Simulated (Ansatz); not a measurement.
BaTiO3, pressure series

Take BaTiO3 in the cubic perovskite structure (space group Pm-3m, No. 221; a = 4.019 Å) as the base.

Cell and atoms are relaxed at each pressure.

Calculations: Kohn–Sham DFT with the PBE functional, run in Ansatz (a first-principles code) with PAW and 420 eV plane waves, no SOC.

```
change            width of the top valence band    band gap  shortest interatomic distance
----------------  -----------------------------  ----------  -----------------------------
base                                    0.95 eV     1.78 eV                        2.010 Å
pressure −2 GPa                         0.95 eV     1.76 eV                        2.018 Å
pressure −1 GPa                         0.95 eV     1.77 eV                        2.014 Å
pressure 3 GPa                          0.96 eV     1.82 eV                        1.998 Å
pressure 7 GPa                          0.96 eV     1.87 eV                        1.983 Å
pressure 15 GPa                         0.99 eV     1.95 eV                        1.958 Å
pressure 30 GPa                         1.06 eV     2.01 eV                        1.921 Å
pressure 50 GPa                         1.16 eV  (withheld)                        1.882 Å
pressure 75 GPa                      (withheld)     2.00 eV                        1.844 Å
pressure 100 GPa                        1.38 eV     1.95 eV                     (withheld)
```

Q: Some entries are withheld; estimate them.

A: 
- pressure 50 GPa, band gap: 2.02 eV
- pressure 75 GPa, width of the top valence band: 1.29 eV
- pressure 100 GPa, shortest interatomic distance: 1.813 Å

Load acts through the strain it causes; cell and atoms are relaxed under it. No phonon test of stability was made. No other phases were tried under pressure. All final runs are without spin polarisation. Many cubic perovskites are stable only at high temperature; tilts and polar distortions were not tested. This is not the structure that BaTiO3 has at room temperature and ambient pressure.
